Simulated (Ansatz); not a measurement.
# AlRu, pressure series

The reference is AlRu in the CsCl type structure (space group Pm-3m, No. 221).

```yaml
crystal:
  lattice:
    - [2.95386, 0.00000, 0.00000]
    - [0.00000, 2.95386, 0.00000]
    - [0.00000, 0.00000, 2.95386]
  atoms:
    - { symbol: Al, position: [0.50000, 0.50000, 0.50000] }
    - { symbol: Ru, position: [0.00000, 0.00000, 0.00000] }
```

Cell and atoms are relaxed at each pressure.

Level of theory: LDA, PAW, 420 eV (Ansatz, an electronic-structure program; no SOC).

```json
[
 {"pressure (GPa)": "-2", "volume per atom (Å³/atom)": "13.001"},
 {"pressure (GPa)": "0", "volume per atom (Å³/atom)": "12.887"},
 {"pressure (GPa)": "0.9", "volume per atom (Å³/atom)": "12.838"},
 {"pressure (GPa)": "2.1", "volume per atom (Å³/atom)": "12.773"},
 {"pressure (GPa)": "4.5", "volume per atom (Å³/atom)": "12.650"},
 {"pressure (GPa)": "9", "volume per atom (Å³/atom)": "12.433"},
 {"pressure (GPa)": "15", "volume per atom (Å³/atom)": "?"},
 {"pressure (GPa)": "22.5", "volume per atom (Å³/atom)": "11.881"},
 {"pressure (GPa)": "30", "volume per atom (Å³/atom)": "11.622"}
]
```

Problem. Fit the third-order Birch–Murnaghan form P(V) = (3B₀/2)[(V₀/V)^(7/3) − (V₀/V)^(5/3)]·[1 + (3/4)(B₀′ − 4)((V₀/V)^(2/3) − 1)] (squares taken in P) to the rows shown and predict the withheld row.

Solution. Least squares on the printed values gives V₀ = 12.887 Å³/atom, B₀ = 232 GPa, B₀′ = 4.3; this predicts 12.172 Å³/atom, and the run gives 12.172 Å³/atom, in agreement.

Load acts through the strain it causes; cell and atoms are relaxed under it. Whether these cells are dynamically stable was not tested. No other phases were tried under pressure. All final runs are without spin polarisation.
